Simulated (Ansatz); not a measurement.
System: zinc-blende KF (model structure). Method: PBE0 (Ansatz, an electronic-structure program, PAW).

Numerical settings: plane-wave cutoff 500 eV, 6×6×6 k mesh, gaussian smearing 0.02 eV, scalar-relativistic PAW data made under PBE.

Cell (relaxed with r²SCAN):

KF is modelled in the cubic space group F-43m (No. 216), the zinc blende structure, Pearson symbol cF8. Lattice parameters: a = 5.8741 Å, b = 5.8741 Å, c = 5.8741 Å, α = 90.00°, β = 90.00°, γ = 90.00°. K on 4a is surrounded by 4 F at 2.544 Å (tetrahedral). F on 4d is surrounded by 4 K at 2.544 Å (tetrahedral). (Neighbours: up to the widest gap in distance over summed covalent radii, below 1.35, at either atom; cation-cation and far metal-metal contacts left out.)
(The calculation used a cell of 2 atoms; values per cell refer to that cell.)

### Question
What does this level give for the band gap?

### Answer

band gap: 7.81 eV (on the SCF k mesh)

Note: the relaxation could raise the start's symmetry but not lower it, so the cell can be a saddle point; cell and atoms aren't relaxed at this level (pressure 0.4 GPa).

The computed numbers hold no vibrational or temperature effects.

The result took around 50 core-seconds (rough).

A model structure was made by putting elements into a prototype or built by hand; it is no filed structure, need not be a known phase, and can be a saddle point held by its symmetry.
